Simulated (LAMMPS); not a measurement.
Simulation of a melt made from Mg (hcp), 4032 atoms, at 1200 K and 0 GPa, brought to that temperature within a few picoseconds.

All values are model results, not measurements: classical MD, pair style eam/fs, file Mg_mm.eam.fs, run in LAMMPS.

| t (ps) | MSD (Å²) |
|---|---|
| 0.1000 | 0.680 |
| 0.2000 | 1.42 |
| 0.3000 | 2.14 |
| 0.4000 | 2.87 |
| 0.5000 | 3.60 |
| 0.6000 | 4.34 |
| 0.7000 | 5.08 |
| 0.8000 | 5.83 |
| 0.9000 | 6.57 |
| 1.100 | 8.06 |
| 1.300 | 9.57 |
| 1.500 | 11.1 |
| 1.700 | 12.6 |
| 2.000 | 14.9 |
| 2.300 | 17.1 |
| 2.700 | 20.2 |
| 3.200 | 24.0 |
| 3.700 | 27.8 |
| 4.300 | 32.4 |
| 5.000 | 37.7 |
| 5.800 | 43.9 |
| 6.800 | 51.6 |
| 7.900 | 60.1 |
| 9.200 | 70.2 |
| 10.70 | 81.7 |
| 12.50 | 95.6 |
| 14.50 | 111 |
| 16.90 | 130 |
| 19.60 | 150 |
| 22.80 | 175 |
| 26.60 | 205 |
| 30.90 | 238 |
| 36.00 | 278 |

### Question
Read off the state found, the self-diffusion coefficient of Mg (not corrected for cell size).

### Answer
In three dimensions D is one sixth of the slope of the MSD at long times (fitted over 20 to 60 % of the run); 1 Å²/ps is 1e-4 cm²/s. state found: liquid; self-diffusion coefficient of Mg (not corrected for cell size): (1.29 ± 0.02) × 10^-4 cm²/s.
